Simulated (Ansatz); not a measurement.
Ansatz (an electronic-structure program), DFT, PBE, plane waves, its default PAW files: Pt(111) slab of 6 layers, 1x1, atoms displaced (Pt6), unrelaxed, 6 atoms. Basis and mesh were picked for this test and aren't claimed converged.

| Quantity | Value |
|---|---|
| cell | 2.77, 2.77, 21.33 Å; 90, 90, 60° |
| distance to the nearest atom | 2.71 to 2.73 Å |
| task | single point |
| k mesh | 10×10×1 |
| hamiltonian.xc | pbe |
| kind of files | paw |
| scf.occupations.method | gaussian |
| scf.occupations.width | 0.05 eV |
| scf.initial_density.chi_scale | 0.1 |
| output.forces | true |
| binding of workers (--pin) | off |
| k-point pools (--kpoint-pools) | 1 |
| memory maximum (--max-ram) | 8GiB |
| accuracy | medium (default) |
| basis.precision | auto (default) |
| basis.xc_grid | 2 (default) |
| scf.eigensolver.kind | auto (default) |
| scf.convergence.dr2_threshold | 1e-07 (default) |
| scf.lower_state_search | light (default) |
| k-points after symmetry | 52 |
| bands at the start | 65 |
| electrons | 108 |
| plane waves at Γ | 2795 |
| cutoff (eV) | 420 |
| FFT grid | 20×20×144 |
| symmetry operations | 1 |

One run each.

All on 4 threads. Base settings, kept where nothing else is said: scf.mixing.algorithm = auto (default), scf.mixing.preconditioner = auto (default), scf.algorithm = auto (default) (scf.mixing.beta, scf.mixing.ndim, scf.mixing.q_tf not set). The settings tried:…
- scf.mixing.algorithm = broyden, scf.mixing.preconditioner = kerker, scf.mixing.q_tf = 1.5 1/Å
- scf.mixing.algorithm = anderson, scf.mixing.ndim = 4
- scf.mixing.algorithm = broyden, scf.mixing.preconditioner = kerker, scf.mixing.q_tf = 0.5 1/Å
- scf.algorithm = direct_min
- scf.mixing.algorithm = broyden, scf.mixing.beta = 0.3
- scf.mixing.algorithm = broyden, scf.mixing.preconditioner = none
- scf.mixing.algorithm = broyden, scf.mixing.beta = 1
- scf.mixing.algorithm = broyden, scf.mixing.beta = 0.7
- scf.mixing.preconditioner = kerker
- scf.mixing.algorithm = anderson
- scf.mixing.preconditioner = kerker_dos
- scf.mixing.preconditioner = ldos
- scf.mixing.algorithm = broyden, scf.mixing.beta = 0.1
- the base settings
- scf.mixing.algorithm = broyden, scf.mixing.preconditioner = kerker
- scf.mixing.ndim = 16
- scf.mixing.algorithm = anderson, scf.mixing.ndim = 16
- scf.mixing.preconditioner = local_kerker
- scf.mixing.algorithm = anderson, scf.mixing.ndim = 1
- scf.mixing.preconditioner = none
- scf.mixing.algorithm = broyden
- scf.mixing.ndim = 4
- scf.mixing.algorithm = msr1

Task: Which settings need the fewest SCF iterations, which the most, and do any fail to converge?

Result: Fewest SCF iterations, with those close behind: scf.algorithm = direct_min (9); scf.mixing.algorithm = broyden, scf.mixing.beta = 0.7 (11); scf.mixing.algorithm = anderson, scf.mixing.ndim = 16 (11); the base settings (12); scf.mixing.algorithm = msr1 (12); scf.mixing.algorithm = broyden (12); scf.mixing.preconditioner = ldos (12); scf.mixing.algorithm = broyden, scf.mixing.beta = 1 (12); scf.mixing.ndim = 16 (12). Most among those that reach the base run's result: scf.mixing.preconditioner = none (31). No count from: scf.mixing.algorithm = anderson, scf.mixing.ndim = 1 (unfinished when stopped at the time that we allowed, after 22 SCF iterations). All the others converged. In the base run the program took: scf.mixing.algorithm MSR1, scf.mixing.preconditioner LDOS, scf.eigensolver.kind band_cg, --slots 4.

| setting | SCF iterations | applications of H to a band | end |
|---|---|---|---|
| scf.algorithm = direct_min | 9 | 548673 | converged |
| scf.mixing.algorithm = broyden, scf.mixing.beta = 0.7 | 11 | 76396 | converged |
| scf.mixing.algorithm = anderson, scf.mixing.ndim = 16 | 11 | 83701 | converged |
| the base settings | 12 | 80744 | converged |
| scf.mixing.algorithm = msr1 | 12 | 80744 | converged |
| scf.mixing.algorithm = broyden | 12 | 86109 | converged |
| scf.mixing.preconditioner = ldos | 12 | 80744 | converged |
| scf.mixing.algorithm = broyden, scf.mixing.beta = 1 | 12 | 86109 | converged |
| scf.mixing.ndim = 16 | 12 | 80753 | converged |
| scf.mixing.algorithm = anderson | 13 | 98616 | converged |
| scf.mixing.algorithm = anderson, scf.mixing.ndim = 4 | 13 | 92141 | converged |
| scf.mixing.ndim = 4 | 13 | 80953 | converged |
| scf.mixing.algorithm = broyden, scf.mixing.beta = 0.3 | 14 | 93483 | converged |
| scf.mixing.algorithm = broyden, scf.mixing.beta = 0.1 | 18 | 112602 | converged |
| scf.mixing.algorithm = broyden, scf.mixing.preconditioner = kerker, scf.mixing.q_tf = 0.5 1/Å | 18 | 91459 | converged |
| scf.mixing.algorithm = broyden, scf.mixing.preconditioner = none | 20 | 108129 | converged |
| scf.mixing.preconditioner = local_kerker | 21 | 98131 | converged |
| scf.mixing.algorithm = broyden, scf.mixing.preconditioner = kerker, scf.mixing.q_tf = 1.5 1/Å | 23 | 106287 | converged |
| scf.mixing.preconditioner = kerker_dos | 25 | 120950 | converged |
| scf.mixing.algorithm = broyden, scf.mixing.preconditioner = kerker | 25 | 121862 | converged |
| scf.mixing.preconditioner = kerker | 26 | 120453 | converged |
| scf.mixing.preconditioner = none | 31 | 142952 | converged |

An iteration's cost differs between solvers, so these counts don't give the time.

Keys are those of Ansatz 0.2.
